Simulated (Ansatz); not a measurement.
**How a calculation on SrPb (Cmcm, 4 atoms in the cell) responds to its settings**

```
CELL_PARAMETERS angstrom
      2.50900    -6.11500     0.00000
      2.50900     6.11500     0.00000
      0.00000     0.00000     4.64800
ATOMIC_POSITIONS crystal
  Pb 0.57800 0.42200 0.25000
  Pb 0.42200 0.57800 0.75000
  Sr 0.86800 0.13200 0.25000
  Sr 0.13200 0.86800 0.75000
```

Base run A: r2SCAN, default PAW files made with PBE run with Ansatz (a first-principles code), self-consistent single point.

Its settings: basis.ecutwfc = 500 eV; kpoints.mp_grid.grid = 5 5 5; hamiltonian.xc = r2scan; hamiltonian.pseudopotentials = {kind: paw} (the program's default PAW files); scf.occupations.method = cold; scf.occupations.width = 0.272 eV.

The starting cell comes from a database of published, mostly measured structures (it also holds non-ambient and calculated ones), without a prior relaxation at this level. Ansatz's pressure includes its estimate of the finite-basis (Pulay) stress.

| run | change | pressure (GPa) | largest force (eV/Å) |
|---|---|---|---|
| A | base | 1.37 | 0.655 |
| B | basis.ecutwfc: 500 eV → 420 eV; hamiltonian.xc: r2scan → lda [LDA (PW92)] | -1.14 | 0.510 |
| C | basis.ecutwfc: 500 eV → 420 eV; hamiltonian.xc: r2scan → pbesol [PBEsol] | 0.28 | 0.590 |
| D | basis.ecutwfc: 500 eV → 420 eV; hamiltonian.xc: r2scan → blyp [BLYP] | 3.76 | 0.965 |

Run C against A: The pressure goes from 1.37 to 0.28 GPa and the largest force goes from 0.655 to 0.590 eV/Å.

Run D against A: The pressure goes from 1.37 to 3.76 GPa and the largest force goes from 0.655 to 0.965 eV/Å.

Run B against A: The pressure goes from 1.37 to -1.14 GPa and the largest force goes from 0.655 to 0.510 eV/Å.

Left out of this page: 2 runs of the series held back from this collection.

Keys are those of Ansatz 0.2.
